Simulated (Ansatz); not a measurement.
A self-consistent single point of LuTlSe₂ (R3m, 4 atoms in the cell) with Ansatz (a first-principles code).

Level of theory: LDA (PW92), default PAW files made with PBE (plane waves; Ansatz).

```
CELL_PARAMETERS angstrom
      2.04566     1.18107     7.76154
     -2.04566     1.18107     7.76154
      0.00000    -2.36213     7.76154
ATOMIC_POSITIONS crystal
  Lu 0.00215 0.00215 0.00215
  Tl 0.50000 0.50000 0.50000
  Se 0.73314 0.73314 0.73314
  Se 0.26686 0.26686 0.26686
```

Reference input (self-consistent single point, DFT, LDA (PW92), plane waves, default PAW files made with PBE): basis.ecutwfc = 420 eV; kpoints.mp_grid.grid = 7 7 7; hamiltonian.xc = lda; hamiltonian.pseudopotentials = {kind: paw} (the program's default PAW files); scf.occupations.method = fixed. This run's input differs from it in these lines:

Ansatz 0.2 input:
```diff
@@ -14,3 +14,3 @@
 kpoints:
-  mp_grid: { grid: [7, 7, 7] }
+  mp_grid: { grid: [9, 9, 9] }
 hamiltonian:
```

Output (repeated stretches shortened):

```
SCF iter   1: F=—  HF=-36411.183608 eV  |F-HF|=—  |Δ(HF+E_count)|=         —  Δρ=4.41e-3  dr2=1.89e-2  ethr=1.77e-3  ⟨swp⟩=5.0  Hψ=12947  notcnv=0  defer=331
all-band conjugate gradients solve this SCF's bands
preconditioner: auto → Resta (q_TF=auto, 2.521 Å⁻¹)
SCF iter   2: F=—  HF=-36411.176821 eV  |F-HF|=—  |Δ(HF+E_count)|=   6.79e-3  Δρ=2.46e-3  dr2=5.18e-3  ethr=2.70e-5  ⟨swp⟩=3.0  Hψ=7549  notcnv=0  defer=421
   [... lines left out ...]
SCF iter   5: F=—  HF=-36411.175400 eV  |F-HF|=—  |Δ(HF+E_count)|=   4.94e-5  Δρ=8.02e-5  dr2=1.05e-5  ethr=3.28e-7  ⟨swp⟩=2.0  Hψ=6387  notcnv=0  defer=373
SCF iter   6: F=—  HF=-36411.175399 eV  |F-HF|=—  |Δ(HF+E_count)|=   8.03e-7  Δρ=3.81e-5  dr2=2.23e-6  ethr=1.50e-8  ⟨swp⟩=2.6  Hψ=6746  notcnv=0  defer=125
SCF iter   7: F=—  HF=-36411.175399 eV  |F-HF|=—  |Δ(HF+E_count)|=   5.91e-7  Δρ=1.64e-5  dr2=5.07e-7  ethr=3.19e-9  ⟨swp⟩=2.8  Hψ=6997  notcnv=0  defer=124
SCF iter   8: F=-36411.175399 eV  HF=-36411.175399 eV  |F-HF|=2.92e-9  |Δ(HF+E_count)|=   6.75e-8  Δρ=4.39e-6  dr2=4.13e-8  ethr=1.43e-10  ⟨swp⟩=12.4  Hψ=25679  notcnv=0
SCF 1 converged in 8 iterations: F = -36411.175399 eV  dr2 = 4.13e-8
Free energy (F): -36411.175399 eV
Internal energy: -36411.175399 eV  (E = F + TS)
E sigma→0 (E₀):  -36411.175399 eV
Fermi energy:    9.216510 eV
--- Forces (eV/Å), atoms counted from 1 ---
  atom   1  Lu     0.00000000    -0.00000001    -0.44351328
  atom   2  Tl     0.00000000     0.00000000     0.12576343
  atom   3  Se     0.00000000     0.00000000     0.09761249
  atom   4  Se    -0.00000000     0.00000000     0.22017392
--- Stress (GPa, compression-positive) ---
       -3.762146       0.000000       0.000000
        0.000000      -3.762146      -0.000000
        0.000000      -0.000000      -4.105689
  P = ⅓ Tr σ = -3.8767 GPa (-38.767 kbar)
  The stress holds the Pulay correction. Without it, at fixed plane waves, as pw.x and ABINIT print it: P = -3.9079 GPa
```

The run converged in 8 iterations. Against the reference run the free energy hardly moves (within 1 meV/atom), the pressure moves little (-3.87 to -3.88 GPa), the largest force stays at 0.444 eV/Å and the gap on the mesh goes from 0.999 to 0.952 eV.

The starting cell comes from a database of computed structures (which also holds hypothetical and non-ambient phases and stackings), without a prior relaxation at this level. Its lattice was rescaled by up to half a per cent. One atom was moved a little off its site on purpose. Spin-orbit coupling is off. With a pressure of about -4 GPa the cell is away from its equilibrium volume at this level. Ansatz's pressure includes its estimate of the finite-basis (Pulay) stress. Another mesh or the band path of this cell gives a smaller gap, so this value is not converged in the mesh.

Cost on one core of a shared machine: roughly 40 s.
